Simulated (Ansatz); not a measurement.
Consider the following.

End structure of the (0001) surface of hcp Co, ferromagnetic, one added row of Co in 3 (bottom of the slab: a bare face, its two planes held):

```
CELL_PARAMETERS angstrom
      2.49292     0.00000     0.00000
     -3.73938     6.47679     0.00000
      0.00000     0.00000    28.50000
ATOMIC_POSITIONS crystal
  Co 0.66667 0.11111 0.28430
  Co 0.66667 0.44444 0.28430
  Co 0.66667 0.77778 0.28430
  Co 0.33333 0.22222 0.35505
  Co 0.33333 0.55556 0.35505
  Co 0.33333 0.88889 0.35505
  Co 0.66622 0.11081 0.42671
  Co 0.66579 0.44388 0.42650
  Co 0.66679 0.77788 0.42650
  Co 0.33362 0.22237 0.49706
  Co 0.33414 0.55609 0.49654
  Co 0.33211 0.88809 0.49696
  Co 0.66409 0.10945 0.56834
  Co 0.66911 0.44616 0.56773
  Co 0.66883 0.77931 0.56838
  Co 0.34563 0.23045 0.63792
  Co 0.33177 0.55454 0.63706
  Co 0.32183 0.88132 0.63978
  Co 0.65504 0.10335 0.70092
```

Model: 19-atom slab, 12.3 Å thick at the start with caps and adatoms (thin: gaps and levels are the slab's own), 17x6x1 mesh, Fermi-Dirac 0.1 eV, dipole correction, 6 atoms held, the rest relaxed; held to the part of the start's symmetry that mesh and held atoms allow; spin-polarised, ending with about 31.7 μB a cell; orders that need a larger cell were not tried, no spin-orbit, no U. In PBE it is, or lies within 0.01 eV a 1x1 cell of, the lowest of the 2 structures of its composition computed so far; subsurface sites and larger cells were not tried.

Question: What is the computed work function of the top face (PBE run with Ansatz, a quantum-chemistry and plane-wave program)?

Answer: 4.11 eV
